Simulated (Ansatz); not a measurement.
Functionals compared on H on the 1x1 (110) surface of zinc-blende GaAs (cut with top plane As + Ga), one in a 2x1 cell, started at the site 'top Ga', in Ansatz (plane waves, PAW). The structure was relaxed with PBE; the other rows are single points on it, each with its references at the same level. Cutoff 420 eV (500 eV for r2SCAN). The points keep PBE's geometry, so the relaxation of a polaron and the settling of charge on one site are left out. HSE06 used the coarser mesh 2x3x1.

Host crystal: zinc-blende GaAs, with a band gap (PBE, scalar-relativistic without spin-orbit coupling).

Model: 21-atom slab, 8.6 Å thick at the start under the adsorbate (thin: gaps and levels are the slab's own), 3x4x1 mesh, Fermi-Dirac 0.01 eV, dipole correction, 8 atoms held, the rest relaxed; symmetry of the start imposed; spin-polarised, ending with about 0.8 μB a cell, a value that depends on the mesh; orders that need a larger cell were not tried, no spin-orbit, no U, no dispersion correction. The slab shows no gap over 0.04 eV on its mesh. It is one chosen start, not shown to be the lowest state of the adsorbate. These notes are the PBE run's. r2SCAN: The program's check for a lower electronic state was not made. HSE06: The program's check for a lower electronic state was not made. Adsorption energies are against ½ H2(g). A negative adsorption energy means that the adsorbate is more stable on the surface than in its reference.

```csv
functional,adsorption energy (eV)
PBE,0.83
RPBE,0.89
r2SCAN,0.85
HSE06,1.03
```

Ansatz is an electronic-structure program.
